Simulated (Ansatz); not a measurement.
```yaml
crystal:
  lattice:
    - [4.03209, 0.00000, 0.00000]
    - [-2.01605, 3.49190, 0.00000]
    - [0.00000, 0.00000, 16.76410]
  atoms:
    - { symbol: In, position: [0.33333, 0.66667, 0.66324] }
    - { symbol: In, position: [0.66667, 0.33333, 0.16324] }
    - { symbol: In, position: [0.66667, 0.33333, 0.33676] }
    - { symbol: In, position: [0.33333, 0.66667, 0.83676] }
    - { symbol: Se, position: [0.33333, 0.66667, 0.09173] }
    - { symbol: Se, position: [0.66667, 0.33333, 0.59173] }
    - { symbol: Se, position: [0.66667, 0.33333, 0.90827] }
    - { symbol: Se, position: [0.33333, 0.66667, 0.40827] }
```

No spin polarisation.

Hole doping at 7.0×10^21 cm⁻³ (1.65 per cell), with a uniform compensating background at fixed cell and a 300 K Fermi–Dirac width.

All numbers come from plane-wave PAW DFT at the PBE-D3(BJ) level (Ansatz, an electronic-structure program, 420 eV), no spin-orbit coupling. Γ-centred 13×13×3 mesh, Fermi–Dirac width 0.0259 eV.

Problem. Predict the gap between the host's bands, Fermi level from band edge and gap character.

Solution. 
* **Gap between the host's bands**: 0.32 eV
* **Fermi level relative to the doped band's edge (positive inside the band; to 0.05 eV)**: +1.00 eV
* **Gap character**: direct at Γ

Carriers are added with a uniform compensating background; total energy and stress of such cells depend on the potential's zero and are not compared; many-body gap narrowing is missing at this level. Stability against distortions was not tested. The cell was made from InSe in the beta-GaS type structure (space group P6_3/mmc, No. 194; layered, stacked along the Cartesian z axis) by this change: holes 7.0×10^21 cm⁻³.
